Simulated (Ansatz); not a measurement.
**Several settings converged on a (110) slab of AlAu (cut from a parent of space group no. 221; 10 atoms in the cell)**

```yaml
crystal:
  lattice:
    - [3.21427, 0.00000, 0.00000]
    - [0.00000, 4.54566, 0.00000]
    - [0.00000, 0.00000, 23.09132]
  atoms:
    - { symbol: Al, position: [0.00000, 0.00000, 0.30314] }
    - { symbol: Au, position: [0.50000, 0.50000, 0.30314] }
    - { symbol: Al, position: [0.00000, 0.50000, 0.40158] }
    - { symbol: Au, position: [0.50000, 0.00000, 0.40158] }
    - { symbol: Al, position: [0.00000, 0.00000, 0.50000] }
    - { symbol: Au, position: [0.50000, 0.50000, 0.50000] }
    - { symbol: Al, position: [0.00000, 0.50000, 0.59843] }
    - { symbol: Au, position: [0.50000, 0.00000, 0.59843] }
    - { symbol: Al, position: [0.00000, 0.00000, 0.69686] }
    - { symbol: Au, position: [0.50000, 0.50000, 0.69686] }
```

Base method: LDA (PW92), default PAW files made with PBE (plane waves; Ansatz, a quantum-chemistry and plane-wave program).

Base settings: basis.ecutwfc = 420 eV; kpoints.mp_grid.grid = 7 5 1; hamiltonian.xc = lda; hamiltonian.pseudopotentials = {kind: paw} (the program's default PAW files); scf.occupations.method = gaussian; scf.occupations.width = 0.1 eV.

The count of work is k-points × plane waves × bands × iterations; it is no time. Core times come from one kind of shared machine, to one figure; runs under 30 s give none.

**The vacuum**

The mesh stays at the base's, so the ladder's end is converged at best in this setting alone.

Only quantities that move along the ladder and can be compared are tabulated.

| vacuum between outermost atoms (Å) | free energy less the last step's (meV/atom) | largest difference of a force vector from the last step's (eV/Å) | count of work / last |
|---|---|---|---|
| 3.0 | -108.75 | 0.458 | 0.35 |
| 4.0 | -28.39 | 0.104 | 0.33 |
| 5.0 | -6.89 | 0.044 | 0.36 |
| 6.0 | -0.98 | 0.013 | 0.38 |
| 7.0 | 0.02 | 0.004 | 0.41 |
| 8.0 | 0.08 | 0.002 | 0.44 |
| 10.0 | 0.02 | 0.000 | 0.49 |
| 12.0 | 0.01 | 0.000 | 0.61 |
| 14.0 | 0.00 | 0.000 | 0.59 |
| 17.0 | 0.00 | 0.000 | 0.67 |
| 20.0 | 0.00 | 0.000 | 0.74 |
| 25.0 | 0.01 | 0.000 | 0.87 |
| 30.0 | 0.00 | 0.000 | 1.0 |

Smallest vacuum between outermost atoms (Å) that holds the free energy within 5 meV/atom of the last step, with all finer ones: 6.0, at 0.38 of the last step's count of work; the step before is off by 6.9 meV/atom.

Smallest vacuum between outermost atoms (Å) that holds the forces within 0.005 eV/Å of the last step, with all finer ones: 7.0, at 0.41 of the last step's count of work; the step before is off by 0.013 eV/Å.

**The plane-wave cutoff**

The mesh stays at the base's, so the ladder's end is converged at best in this setting alone.

Only quantities that move along the ladder and can be compared are tabulated.

```csv
basis.ecutwfc,free energy less the last step's (meV/atom),largest difference of a force vector from the last step's (eV/Å),count of work / last
210 eV,3456.19,0.213,0.13
250 eV,724.89,0.129,0.16
295 eV,95.95,0.014,0.21
355 eV,5.48,0.003,0.24
420 eV,0.97,0.000,0.31
505 eV,0.31,0.000,0.41
630 eV,0.11,0.000,0.57
840 eV,0.00,0.000,1.0
```

Coarsest basis.ecutwfc that holds the free energy within 0.5 meV/atom of the last step, with all finer ones: 505 eV, at 0.41 of the last step's count of work; the step before is off by 0.97 meV/atom.

Coarsest basis.ecutwfc that holds the forces within 0.005 eV/Å of the last step, with all finer ones: 355 eV, at 0.24 of the last step's count of work; the step before is off by 0.014 eV/Å.

**The depth of the slab**

On a (110) slab of AlAu (cut from a parent of space group no. 221; 2 atoms in the cell), and deeper slabs.

Surface energy = (E_slab − N e_bulk)/2A, with e_bulk from the bulk crystal on its finest mesh (286 k-points); errors per atom of slab and bulk, whose meshes differ, grow with N. The bulk cell stands at -7.0 GPa at this level, so the slab is strained in the plane.

The mesh stays at the base's, so the ladder's end is converged at best in this setting alone.

Only quantities that move along the ladder and can be compared are tabulated.

| atoms | unrelaxed surface energy (J/m²) | count of work / last | core time / last (rough) |
|---|---|---|---|
| 2 | 0.984 | 0.029 | – |
| 4 | 0.947 | 0.070 | – |
| 6 | 0.872 | 0.12 | – |
| 8 | 0.889 | 0.20 | – |
| 10 | 0.859 | 0.25 | – |
| 12 | 0.873 | 0.33 | – |
| 14 | 0.890 | 0.47 | 0.3 |
| 16 | 0.873 | 0.58 | 0.5 |
| 20 | 0.862 | 0.84 | 0.7 |
| 24 | 0.838 | 1.0 | 1 |

Smallest size that holds the unrelaxed surface energy within 0.1 J/m² of the last step, with all finer ones: 6, at 0.12 of the last step's count of work; the step before is off by 0.11 J/m².

On the base run: the starting cell comes from a database of computed structures (which also holds hypothetical and non-ambient phases and stackings), without a prior relaxation at this level. The slab is cut from that crystal, and its faces are unrelaxed. Its lattice was rescaled by up to half a per cent.

Keys are those of Ansatz 0.2.
